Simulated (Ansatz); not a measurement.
Levels about the gap of amorphous Si$_{16}$O$_{24}$C$_{12}$H$_{32}$ (84 atoms in a cell of 1242 Å³, 1.35 g/cm³; zone centre alone, so wide bands show as single levels with stretches between that a denser mesh fills), at the geometry that PBE relaxed, where it gives -0.6 GPa on a denser mesh. The participation number counts the atoms over which a state spreads; weights are charges in smoothed Voronoi cells. The levels come from a single point, so bond lengths are those of that geometry. Method of the levels: PBE, scalar-relativistic without spin-orbit coupling (Ansatz, a program for electronic structure). Sampling: the zone centre alone; Fermi-Dirac width 0.02 eV; no spin polarisation. At PBE the levels at the filled edge of the gap are localised (band-tail or defect states).

Preparation: random packing, a CHGNet melt and quench, and a DFT relaxation. O atoms were pushed apart under 1.9 Å during the dynamics, to hinder bonds among them. The hot cell started wider than the set density and was brought back towards it in steps. It is the lowest in DFT energy of 2 quenches. It is a model cell: composition and starting density were chosen by hand, and all elements were melted together. No dispersion term was used. Its density started from a set value of 1.35 and ended at 1.35 g/cm³. Cooling (nominally 420 K/ps over its main leg) ran many orders faster than in experiment, which tends to leave more defects and strain. A cell of this size samples the disorder only roughly. The volume was held where the preparation left it, at a PBE pressure of -0.6 GPa (tension). Stress components on the final sampling reach 0.9 GPa. The cell holds free molecules (1 H2). Cycles of charging lowered its energy after that relaxation.

```json
[
 {"E - E(highest filled), eV": "-1.84", "filling": "filled", "participation number": "8.5", "largest on": "O, 2 neighbours", "weight C": "0.19", "weight Si": "0.19", "weight O": "0.49", "weight H": "0.13"},
 {"E - E(highest filled), eV": "-1.59", "filling": "filled", "participation number": "7.8", "largest on": "C, 4 neighbours", "weight C": "0.36", "weight Si": "0.31", "weight O": "0.15", "weight H": "0.18"},
 {"E - E(highest filled), eV": "-1.19", "filling": "filled", "participation number": "6.0", "largest on": "C, 3 neighbours", "weight C": "0.52", "weight Si": "0.13", "weight O": "0.25", "weight H": "0.09"},
 {"E - E(highest filled), eV": "-0.72", "filling": "filled", "participation number": "7.8", "largest on": "Si, 4 neighbours", "weight C": "0.15", "weight Si": "0.50", "weight O": "0.15", "weight H": "0.20"},
 {"E - E(highest filled), eV": "-0.12", "filling": "filled", "participation number": "4.9", "largest on": "C, 3 neighbours", "weight C": "0.49", "weight Si": "0.09", "weight O": "0.30", "weight H": "0.12"},
 {"E - E(highest filled), eV": "-0.06", "filling": "filled", "participation number": "7.4", "largest on": "C, 3 neighbours", "weight C": "0.40", "weight Si": "0.23", "weight O": "0.23", "weight H": "0.15"},
 {"E - E(highest filled), eV": "0.00", "filling": "filled", "participation number": "5.7", "largest on": "O, 1 neighbours", "weight C": "0.21", "weight Si": "0.25", "weight O": "0.43", "weight H": "0.11"},
 {"E - E(highest filled), eV": "2.26", "filling": "empty", "participation number": "14.0", "largest on": "C, 2 neighbours", "weight C": "0.31", "weight Si": "0.30", "weight O": "0.22", "weight H": "0.17"},
 {"E - E(highest filled), eV": "2.38", "filling": "empty", "participation number": "9.5", "largest on": "C, 3 neighbours", "weight C": "0.47", "weight Si": "0.19", "weight O": "0.17", "weight H": "0.17"},
 {"E - E(highest filled), eV": "2.44", "filling": "empty", "participation number": "11.3", "largest on": "Si, 4 neighbours", "weight C": "0.10", "weight Si": "0.45", "weight O": "0.22", "weight H": "0.23"},
 {"E - E(highest filled), eV": "2.87", "filling": "empty", "participation number": "26.6", "largest on": "Si, 4 neighbours", "weight C": "0.20", "weight Si": "0.39", "weight O": "0.17", "weight H": "0.24"},
 {"E - E(highest filled), eV": "2.92", "filling": "empty", "participation number": "16.6", "largest on": "C, 2 neighbours", "weight C": "0.27", "weight Si": "0.26", "weight O": "0.20", "weight H": "0.27"},
 {"E - E(highest filled), eV": "3.09", "filling": "empty", "participation number": "24.8", "largest on": "Si, 3 neighbours", "weight C": "0.19", "weight Si": "0.33", "weight O": "0.17", "weight H": "0.31"},
 {"E - E(highest filled), eV": "3.21", "filling": "empty", "participation number": "33.9", "largest on": "Si, 4 neighbours", "weight C": "0.08", "weight Si": "0.36", "weight O": "0.19", "weight H": "0.37"}
]
```

Most localised among these is the filled level at -0.12 eV, on a C atom, which has 3 neighbours (H 1.10 Å, C 1.41 Å, Si 1.82 Å).
